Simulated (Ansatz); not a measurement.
# Do energy and pressure agree? Two volumes of Nb (Im-3m, 1 atom in the cell)

```
Nb
1.0
   -1.65825     1.65825     1.65825
    1.65825    -1.65825     1.65825
    1.65825     1.65825    -1.65825
Nb
1
Direct
  0.00000   0.00000   0.00000
```

Method of the run: PBE, PAW files (plane waves; Ansatz, a program for electronic structure).

Settings: basis.ecutwfc = 1010 eV; kpoints.mp_grid.grid = 14 14 14; hamiltonian.xc = pbe; hamiltonian.pseudopotentials = {kind: paw} (the program's default PAW files); scf.occupations.method = fermi_dirac; scf.occupations.width = 0.1 eV. This cutoff ends a ladder whose last two steps agree within 1 meV/atom.

The second cell is the first with its lattice scaled by 0.98, at the same fractional positions.

The starting cell has typed, rounded lattice constants, without a prior relaxation at this level. Its lattice was rescaled by up to half a per cent. Spin polarisation is off. Ansatz's pressure includes its estimate of the finite-basis (Pulay) stress.

| cell | volume (Å³/atom) | pressure (GPa) | F less the first cell's (meV/atom) |
|---|---|---|---|
| first | 18.2394 | -0.54 | 0.00 |
| second | 17.1668 | 10.64 | ? |

Estimate the energy of the second cell from the pressures, and the bulk modulus between the two volumes.

With P = −dF/dV, the trapezoid gives ΔF ≈ −(P₁ + P₂)/2 · ΔV = −(5.050 GPa) · (-1.0726 Å³) = 33.81 meV/atom (1 eV/Å³ = 160.22 GPa). The modulus at fixed fractional positions is B = −ΔP/Δln V = 184 GPa, a mean over the interval. P(V) is curved, so the trapezoid lies high by about |ΔV|³·B·(1 + B′)/(12·V̄²) = 1.89 meV/atom for an assumed B′ = 4, which leaves 31.92 meV/atom. The runs gave 32.13 meV/atom, a miss of 0.21 meV/atom. Cases were kept where this miss is small, so the page shows the method and is no test of it.

Left out of this page: 15 runs of the series outside the window shown, repeating another row's setting, or not comparable.

Keys are those of Ansatz 0.2.
